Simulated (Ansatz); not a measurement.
A self-consistent single point of ScSi2Ni2 (I4mm, 5 atoms in the cell) with Ansatz (a program for electronic structure).

Method: PBEsol, default PAW files made with PBE (plane waves; Ansatz).

```xyz
5
Lattice="-1.8970 1.8970 4.7309 1.8970 -1.8970 4.7309 1.8970 1.8970 -4.7309" Properties=species:S:1:pos:R:3 pbc="T T T"
Sc     0.0000     0.0000     0.0500
Si     0.0000     0.0000     5.8858
Si     0.0000     0.0000     3.5760
Ni     1.8970     0.0000     2.3655
Ni     0.0000     1.8970     2.3655
```

Reference input (self-consistent single point, DFT, PBEsol, plane waves, default PAW files made with PBE): basis.ecutwfc = 30.9 Ry; kpoints.mp_grid.grid = 8 8 8; hamiltonian.xc = pbesol; hamiltonian.pseudopotentials = {kind: paw} (the program's default PAW files); scf.occupations.method = fermi_dirac; scf.occupations.width = 0.0073 Ry. This run's input differs from it in these lines:

Ansatz 0.2 input:
```diff
@@ -13,3 +13,3 @@
 basis:
-  ecutwfc: 30.9 Ry
+  ecutwfc: 27.9 Ry
 kpoints:
```

Log, with long lists cut:

```
SCF iter   1: F=—  HF=-14968.646542 eV  |F-HF|=—  |Δ(HF+E_count)|=         —  Δρ=1.70e-2  dr2=1.37e-1  ethr=1.77e-3  ⟨swp⟩=5.4  Hψ=7499  notcnv=0
all-band conjugate gradients solve this SCF's bands
preconditioner: auto → Kerker (q_TF=auto, 2.633 Å⁻¹)
SCF iter   2: F=—  HF=-14968.631861 eV  |F-HF|=—  |Δ(HF+E_count)|=   1.47e-2  Δρ=2.47e-3  dr2=5.89e-3  ethr=2.50e-4  ⟨swp⟩=2.8  Hψ=3316  notcnv=0
SCF iter   3: F=—  HF=-14968.631343 eV  |F-HF|=—  |Δ(HF+E_count)|=   5.18e-4  Δρ=1.11e-3  dr2=1.69e-3  ethr=1.07e-5  ⟨swp⟩=1.0  Hψ=1947  notcnv=0
SCF iter   4: F=—  HF=-14968.631080 eV  |F-HF|=—  |Δ(HF+E_count)|=   2.63e-4  Δρ=1.99e-4  dr2=4.25e-5  ethr=3.07e-6  ⟨swp⟩=2.3  Hψ=2671  notcnv=0
SCF iter   5: F=—  HF=-14968.631102 eV  |F-HF|=—  |Δ(HF+E_count)|=   2.22e-5  Δρ=3.07e-5  dr2=1.11e-6  ethr=7.72e-8  ⟨swp⟩=2.0  Hψ=2918  notcnv=0
SCF iter   6: F=—  HF=-14968.631102 eV  |F-HF|=—  |Δ(HF+E_count)|=   1.20e-7  Δρ=2.35e-5  dr2=3.96e-7  ethr=1.82e-10  ⟨swp⟩=5.3  Hψ=8467  notcnv=0
SCF iter   7: F=-14968.631102 eV  HF=-14968.631102 eV  |F-HF|=8.02e-9  |Δ(HF+E_count)|=   4.89e-8  Δρ=4.83e-6  dr2=1.58e-8  ethr=1.82e-10  ⟨swp⟩=3.0  Hψ=7292  notcnv=0
SCF 1 converged in 7 iterations: F = -14968.631102 eV  dr2 = 1.58e-8
Free energy (F): -14968.631102 eV
Internal energy: -14968.524125 eV  (E = F + TS)
E sigma→0 (E₀):  -14968.577614 eV
Entropy (-TS):   -0.106976 eV (-21.395 meV/atom)
Fermi energy:    13.536416 eV
--- Forces (eV/Å), atoms counted from 1 ---
  atom   1  Sc    -0.00000000     0.00000000    -0.25353353
  atom   2  Si     0.00000000     0.00000000     0.05240171
  atom   3  Si    -0.00000000    -0.00000000     0.05841550
  atom   4  Ni    -0.00000000    -0.00000000     0.07135794
  atom   5  Ni     0.00000000    -0.00000000     0.07135794
--- Stress (GPa, compression-positive) ---
       -0.936292       0.000000      -0.000000
        0.000000      -0.936292       0.000000
       -0.000000      -0.000000       0.466827
  P = ⅓ Tr σ = -0.4686 GPa (-4.686 kbar)
  The stress holds the Pulay correction. Without it, at fixed plane waves, as pw.x and ABINIT print it: P = -0.8254 GPa
```

The run converged in 7 iterations. Against the reference run the free energy goes up by 1.8 meV/atom, the pressure moves little (-0.50 to -0.47 GPa) and the largest force hardly changes (0.253 to 0.254 eV/Å).

The starting cell comes from a database of computed structures (which also holds hypothetical and non-ambient phases and stackings), without a prior relaxation at this level. Its lattice was rescaled by up to half a per cent. One atom was moved a little off its site on purpose. Spin polarisation is off. Ansatz's pressure includes its estimate of the finite-basis (Pulay) stress. The cutoff lies below the one recommended for these files.
